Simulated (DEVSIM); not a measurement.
Structure: abrupt Si n-p junction, at 400 K.

```tsv
layer (left to right)	material	thickness (μm)	Nd (cm⁻³)	Na (cm⁻³)	τn (s)	τp (s)
1	Si	0.820	1.8e17	-	8.5e-5	8.5e-5
2	Si	2.30	-	3.8e15	8.5e-5	8.5e-5
```

Left contact: ohmic. Right contact: ohmic. Voltage is applied to the left contact. Recombination: SRH at mid-gap, radiative, Auger. Mobility is constant in doping.

This is a model device: material constants are rounded textbook-type values typed into the input, and sizes, dopings and lifetimes were drawn at random. Values at 300 K; Nc and Nv go as T^1.5, mobilities as T to minus their exponent, the gap by Varshni's rule with the affinity fixed.

| parameter | Si |
|---|---|
| gap (eV) | 1.124 |
| affinity (eV) | 4.05 |
| permittivity | 11.7 |
| Nc (cm⁻³) | 2.86e19 |
| Nv (cm⁻³) | 3.1e19 |
| μn (cm²/Vs) | 1417 |
| μp (cm²/Vs) | 470 |
| T exponent of μn | 2.3 |
| T exponent of μp | 2.2 |
| B (cm³/s) | 4.7e-15 |
| Cn (cm⁶/s) | 2.8e-31 |
| Cp (cm⁶/s) | 9.9e-32 |
| Varshni α (eV/K) | 0.000473 |
| Varshni β (K) | 636 |

Model (solved in DEVSIM): 1D drift-diffusion, Boltzmann statistics, complete ionisation; no tunnelling, impact ionisation, image-force lowering or self-heating.

### Question
Tabulate band edges, carrier densities and field at 5.0 V on the left contact.

### Answer
Energies count from the Fermi level of the right contact; mesh points crowd at the junctions.

```json
[
 {"x (μm)": "0.000", "Ec (eV)": "-4.810", "Ev (eV)": "-5.907", "n (cm⁻³)": "1.8e17", "p (cm⁻³)": "1.8e8", "field (V/cm)": "≈ 0"},
 {"x (μm)": "0.01989", "Ec (eV)": "-4.810", "Ev (eV)": "-5.907", "n (cm⁻³)": "1.8e17", "p (cm⁻³)": "1.7e8", "field (V/cm)": "≈ 0"},
 {"x (μm)": "0.05527", "Ec (eV)": "-4.810", "Ev (eV)": "-5.907", "n (cm⁻³)": "1.8e17", "p (cm⁻³)": "1.7e8", "field (V/cm)": "≈ 0"},
 {"x (μm)": "0.1182", "Ec (eV)": "-4.810", "Ev (eV)": "-5.907", "n (cm⁻³)": "1.8e17", "p (cm⁻³)": "1.5e8", "field (V/cm)": "≈ 0"},
 {"x (μm)": "0.2725", "Ec (eV)": "-4.810", "Ev (eV)": "-5.907", "n (cm⁻³)": "1.8e17", "p (cm⁻³)": "1.2e8", "field (V/cm)": "≈ 0"},
 {"x (μm)": "0.4860", "Ec (eV)": "-4.810", "Ev (eV)": "-5.907", "n (cm⁻³)": "1.8e17", "p (cm⁻³)": "6.9e7", "field (V/cm)": "≈ 0"},
 {"x (μm)": "0.6434", "Ec (eV)": "-4.810", "Ev (eV)": "-5.907", "n (cm⁻³)": "1.8e17", "p (cm⁻³)": "3.3e7", "field (V/cm)": "≈ 0"},
 {"x (μm)": "0.7517", "Ec (eV)": "-4.810", "Ev (eV)": "-5.906", "n (cm⁻³)": "1.8e17", "p (cm⁻³)": "9100000", "field (V/cm)": "610"},
 {"x (μm)": "0.7928", "Ec (eV)": "-4.786", "Ev (eV)": "-5.883", "n (cm⁻³)": "9.0e16", "p (cm⁻³)": "2300000", "field (V/cm)": "19000"},
 {"x (μm)": "0.8159", "Ec (eV)": "-4.689", "Ev (eV)": "-5.786", "n (cm⁻³)": "5.4e15", "p (cm⁻³)": "1000000", "field (V/cm)": "70000"},
 {"x (μm)": "0.8335", "Ec (eV)": "-4.551", "Ev (eV)": "-5.648", "n (cm⁻³)": "9.7e13", "p (cm⁻³)": "990000", "field (V/cm)": "79000"},
 {"x (μm)": "0.8768", "Ec (eV)": "-4.216", "Ev (eV)": "-5.312", "n (cm⁻³)": "5.8e9", "p (cm⁻³)": "1000000", "field (V/cm)": "76000"},
 {"x (μm)": "0.9436", "Ec (eV)": "-3.719", "Ev (eV)": "-4.816", "n (cm⁻³)": "4.3e7", "p (cm⁻³)": "1100000", "field (V/cm)": "72000"},
 {"x (μm)": "1.065", "Ec (eV)": "-2.883", "Ev (eV)": "-3.979", "n (cm⁻³)": "4.7e7", "p (cm⁻³)": "1300000", "field (V/cm)": "65000"},
 {"x (μm)": "1.395", "Ec (eV)": "-1.051", "Ev (eV)": "-2.147", "n (cm⁻³)": "6.7e7", "p (cm⁻³)": "1900000", "field (V/cm)": "46000"},
 {"x (μm)": "1.887", "Ec (eV)": "0.493", "Ev (eV)": "-0.603", "n (cm⁻³)": "1.7e8", "p (cm⁻³)": "1.2e12", "field (V/cm)": "17000"},
 {"x (μm)": "2.446", "Ec (eV)": "0.770", "Ev (eV)": "-0.326", "n (cm⁻³)": "2.5e9", "p (cm⁻³)": "3.7e15", "field (V/cm)": "90"},
 {"x (μm)": "2.761", "Ec (eV)": "0.771", "Ev (eV)": "-0.325", "n (cm⁻³)": "5.3e9", "p (cm⁻³)": "3.8e15", "field (V/cm)": "≈ 0"},
 {"x (μm)": "2.965", "Ec (eV)": "0.771", "Ev (eV)": "-0.325", "n (cm⁻³)": "7.1e9", "p (cm⁻³)": "3.8e15", "field (V/cm)": "≈ 0"},
 {"x (μm)": "3.046", "Ec (eV)": "0.771", "Ev (eV)": "-0.325", "n (cm⁻³)": "7.8e9", "p (cm⁻³)": "3.8e15", "field (V/cm)": "≈ 0"},
 {"x (μm)": "3.090", "Ec (eV)": "0.771", "Ev (eV)": "-0.325", "n (cm⁻³)": "8.2e9", "p (cm⁻³)": "3.8e15", "field (V/cm)": "≈ 0"},
 {"x (μm)": "3.120", "Ec (eV)": "0.771", "Ev (eV)": "-0.325", "n (cm⁻³)": "8.5e9", "p (cm⁻³)": "3.8e15", "field (V/cm)": "≈ 0"}
]
```
